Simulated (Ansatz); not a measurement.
The decay constant κ of evanescent states in the gap governs leakage through a thin film.

```
CELL_PARAMETERS angstrom
      5.14912     0.00000     0.00000
      0.00000     5.45912     0.00000
      0.00000     0.00000     9.19420
ATOMIC_POSITIONS crystal
  Ti 0.86209 0.40258 0.37103
  Ti 0.13791 0.59742 0.62897
  Ti 0.63791 0.90258 0.62897
  Ti 0.36209 0.09742 0.37103
  Ti 0.36209 0.59742 0.12897
  Ti 0.63791 0.40258 0.87103
  Ti 0.13791 0.09742 0.87103
  Ti 0.86209 0.90258 0.12897
  O  0.53529 0.38999 0.26971
  O  0.46471 0.61001 0.73029
  O  0.96471 0.88999 0.73029
  O  0.03529 0.11001 0.26971
  O  0.03529 0.61001 0.23029
  O  0.96471 0.38999 0.76971
  O  0.46471 0.11001 0.76971
  O  0.53529 0.88999 0.23029
  O  0.18337 0.85119 0.01048
  O  0.81663 0.14881 0.98952
  O  0.31663 0.35119 0.98952
  O  0.68337 0.64881 0.01048
  O  0.68337 0.14881 0.48952
  O  0.31663 0.85119 0.51048
  O  0.81663 0.64881 0.51048
  O  0.18337 0.35119 0.48952
```

Space group of this cell: Pbca. The cell is taken as given; by r2SCAN its mean pressure is -1.2 GPa.

Transport runs along the normal of the first two printed cell vectors.

The gap is the functional's own, uncorrected, and κ follows it; spin-orbit coupling is left out. Mid-gap values are interpolated between the computed energies.

Question: State the band gap and the smallest decay constant κ at mid-gap according to r2SCAN in Ansatz (an electronic-structure program).

Answer: Gap 2.66 eV on a 6×6×4 mesh; κ = 0.449 1/Å, at (0.167, 0.000) of the in-plane reciprocal vectors. At the zone centre, at the nearest computed energy, the slowest state has κ = 0.46 1/Å.
